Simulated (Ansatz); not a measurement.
Here is the system:

End structure of S on the 1x1 (0001) surface of hcp Ti, one in a 1x1 cell, started at the site 'bridge Ti-Ti (span 2.9 Å)':

```yaml
crystal:
  lattice:
    - [2.93864, 0.00000, 0.00000]
    - [-1.46932, 2.54493, 0.00000]
    - [0.00000, 0.00000, 26.00000]
  atoms:
    - { symbol: Ti, position: [0.66667, 0.33333, 0.36988] }
    - { symbol: Ti, position: [0.33333, 0.66667, 0.45305] }
    - { symbol: Ti, position: [0.66693, 0.33347, 0.54604] }
    - { symbol: Ti, position: [0.33312, 0.66656, 0.63461] }
    - { symbol: S, position: [0.99924, 0.99962, 0.69768] }
```

Set-up: 5 atoms, 6.8 Å thick at the start under the adsorbate (thin: gaps and levels are the slab's own); mesh 12x12x1; 0.1 eV smearing; dipole correction on; 2 atoms held, the rest relaxed; start symmetry kept, larger cells not searched; no spin, no spin-orbit, no U, no dispersion correction. At the end it is bonded to 3 Ti. In PBE it is, or lies within 0.03 eV of, the lowest of the starts that converged.

A negative adsorption energy means that the adsorbate is more stable on the surface than in its reference.

Question: What is the computed change of the work function (PBE (Ansatz, an electronic-structure program))?

Answer: 1.50 eV

Question: What is the computed work function of the top face (PBE)?

Answer: 5.90 eV

Question: What is the computed adsorption energy against ⅛ S8(g) (PBE)?

Answer: -2.02 eV

Question: What is the computed change of the step from the bottom to the top vacuum level, against the clean slab (PBE)?

Answer: 1.52 eV
